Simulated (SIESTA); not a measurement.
A self-consistent single point of MgAlSi (Pnma, 12 atoms in the cell) with SIESTA.

Method of the run: GGA AM05, numerical atomic orbitals DZP, PseudoDojo PBE standard norm-conserving potentials (rewritten from UPF to PSML) in SIESTA.

```xyz
12
Lattice="6.6684 0.0000 0.0000 0.0000 3.9733 0.0000 0.0000 0.0000 8.1204" Properties=species:S:1:pos:R:3 pbc="T T T"
Mg     6.4272     2.9800     2.6666
Mg     0.2412     0.9933     5.4538
Mg     3.5754     0.9933     6.7268
Mg     3.0930     2.9800     1.3936
Al     5.7293     2.9800     7.5492
Al     0.9390     0.9933     0.5712
Al     4.2732     0.9933     3.4890
Al     2.3951     2.9800     4.6314
Si     4.9286     2.9800     5.0459
Si     1.7398     0.9933     3.0745
Si     5.0740     0.9933     0.9857
Si     1.5944     2.9800     7.1347
```

Reference input (self-consistent single point, DFT, GGA PBEsol, numerical atomic orbitals DZP, PseudoDojo PBEsol standard norm-conserving potentials (rewritten from UPF to PSML)): XC.functional = GGA; XC.authors = PBEsol; potentials = PseudoDojo PBEsol standard; PAO.BasisSize = DZP; PAO.EnergyShift = 0.005 Ry; MeshCutoff = 400 Ry; kgrid.MonkhorstPack = 4 6 3; OccupationFunction = FD; ElectronicTemperature = 1160.45 K; MaxSCFIterations = 150; SCF.Mixer.Method = Pulay; SCF.Mixer.Weight = 0.25. This run's input differs from it in these lines:

```diff
@@ -1,2 +1,2 @@
-# files in the folder: Mg.psml Al.psml Si.psml (PseudoDojo PBEsol standard)
+# files in the folder: Mg.psml Al.psml Si.psml (PseudoDojo PBE standard)
 SystemName  MgAlSi
@@ -34,3 +34,3 @@
 XC.functional                GGA
-XC.authors                   PBEsol
+XC.authors                   AM05
 PAO.BasisSize                DZP
```

The program printed (abridged):

```
        iscf     Eharris(eV)        E_KS(eV)     FreeEng(eV)     dDmax    Ef(eV) dHmax(eV)
   scf:    1    -7108.381854    -7151.283751    -7151.401000  1.609358 -4.500679  5.453814
   scf:    2    -7153.313696    -7152.430790    -7152.552337  0.102018 -4.417060  3.290834
   scf:    3    -7152.969083    -7152.767407    -7152.892916  0.088046 -4.364382  1.105678
   scf:    4    -7152.803535    -7152.791426    -7152.916987  0.016410 -4.364290  0.203907
   scf:    5    -7152.796236    -7152.794499    -7152.919799  0.018006 -4.372055  0.025382
   scf:    6    -7152.795006    -7152.794823    -7152.920009  0.004083 -4.374569  0.012568
   scf:    7    -7152.794756    -7152.794799    -7152.920051  0.002070 -4.375803  0.001474
   scf:    8    -7152.794809    -7152.794804    -7152.920051  0.000439 -4.376048  0.001006
   scf:    9    -7152.794796    -7152.794800    -7152.920051  0.000065 -4.376032  0.000113
SCF Convergence by DM+H criterion
max |DM_out - DM_in|         :     0.0000651187
max |H_out - H_in|      (eV) :     0.0001125078
SCF cycle converged after 9 iterations

Using DM_out to compute the final energy and forces

siesta: E_KS(eV) =            -7152.7948

siesta: E_KS - E_eggbox =     -7152.7948

siesta: Atomic forces (eV/Ang):
     1    0.073461    0.000000   -0.042262
     2   -0.073461    0.000000    0.042262
     3   -0.073461   -0.000000   -0.042262
     4    0.073461    0.000000    0.042262
     5    0.066720    0.000000    0.170034
     6   -0.066720   -0.000000   -0.170034
     7   -0.066720   -0.000000    0.170034
     8    0.066720   -0.000000   -0.170034
     9   -0.127621   -0.000000   -0.027381
    10    0.127621   -0.000000    0.027381
    11    0.127621   -0.000000   -0.027381
   [... lines left out ...]
siesta: FreeEng =     -7152.920051
siesta: Cell volume =        215.156557 Ang**3
siesta:          -0.57184185         -4.66609570  kBar
   [... lines left out ...]
     1     0.804922    9.195078  Mg
     2     0.804922    9.195078  Mg
     3     0.804922    9.195078  Mg
     4     0.804922    9.195078  Mg
     5    -0.152208    3.152208  Al
     6    -0.152208    3.152208  Al
     7    -0.152208    3.152208  Al
     8    -0.152208    3.152208  Al
     9    -0.652714    4.652714  Si
    10    -0.652714    4.652714  Si
    11    -0.652714    4.652714  Si
    12    -0.652714    4.652714  Si
 Total    -0.000000
```

The run converged in 9 iterations. Against the reference run the pressure moves little (0.02 to -0.06 GPa) and the largest force goes from 0.166 to 0.183 eV/Å. The full log also holds: “xc_check: WARNING: Pseudopotential generated with GGA PBE functional”.

The starting cell comes from a database of computed structures (which also holds hypothetical and non-ambient phases and stackings), without a prior relaxation at this level. Values carry the incompleteness of an atom-centred basis.

Cost on one core of a shared machine: roughly 2 min.
